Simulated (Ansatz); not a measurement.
Base system: SrTiO₃ in the cubic perovskite structure (space group Pm-3m, No. 221; a = 3.854 Å).

Computed with LDA (Ansatz, a quantum-chemistry and plane-wave program; PAW; 420 eV plane waves; no spin-orbit coupling).

Strains are applied to the cell and any free atomic positions relax.

One change was made to it. Results:

The mean gap deformation potential ΔEg/Δln V comes out as -1.6 eV; the smallest direct gap grows by 0.055 eV, from 2.17 eV to 2.23 eV; the pressure goes from zero to 22.50 GPa; the gap character remains indirect, R → Γ.

### Question
Which of these changes matches the shifts?
(A) isotropic strain −1.20 %
(B) isotropic strain −1.80 %
(C) isotropic strain −0.60 %
(D) isotropic strain −3.00 %
(E) isotropic strain −2.40 %

### Answer
D, isotropic strain −3.00 %. For comparison, the pressure in the other runs: isotropic strain −2.40 % gives 17.24 GPa; isotropic strain −0.60 % gives 3.79 GPa; isotropic strain −1.80 % gives 12.39 GPa; isotropic strain −1.20 % gives 7.91 GPa.

No phonon test of stability was made. All final runs are without spin polarisation. Many cubic perovskites are stable only at high temperature; tilts and polar distortions were not tested.
